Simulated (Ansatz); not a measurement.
Consider interstitial Y in monoclinic HfO2, charge state +3. The step: Y moves alone to another site; the atom moves 1.38 Å along (0.25, -0.07, 0.12) of the unit cell; the moving atom starts with neighbours Hf at 2.69; 2 O at 2.10, O at 2.19, O at 2.21, O at 2.25, O at 2.44, O at 2.60 Å and ends with Hf at 2.69; 2 O at 2.10, O at 2.19, O at 2.21, O at 2.25, O at 2.44, O at 2.60 Å. A PBE band in Ansatz (plane-wave PAW, the Γ point alone, 96 host sites, 27 SCF runs with any check of the saddle's order, static, no finite-size correction) gives a forward barrier of 0.57 eV. The saddle point's order was not checked, and it lies on a symmetry element of the cell, where a band can be held. The charge state is imposed; whether it is stable for some Fermi level was not computed. Sites that were not tried may lie lower.

Single points at the band's start and saddle point can refine it. Rough cost of one point, in units of the band's mean SCF on the same machine:

```json
[
 {"Level": "PBE, a 2×2×2 k-point mesh shifted by half a step", "Cost of one point": "about 10"},
 {"Level": "r2SCAN at 500 eV, the Γ point alone", "Cost of one point": "about 2"}
]
```

Task: Which of these move the barrier by more than 0.1 eV, and how far does each move it?

Result: Not one does. PBE, a 2×2×2 k-point mesh shifted by half a step: +0.01 eV; r2SCAN at 500 eV, the Γ point alone: +0.08 eV. Each functional is compared with PBE at the same k-points.

Ansatz is an electronic-structure program.
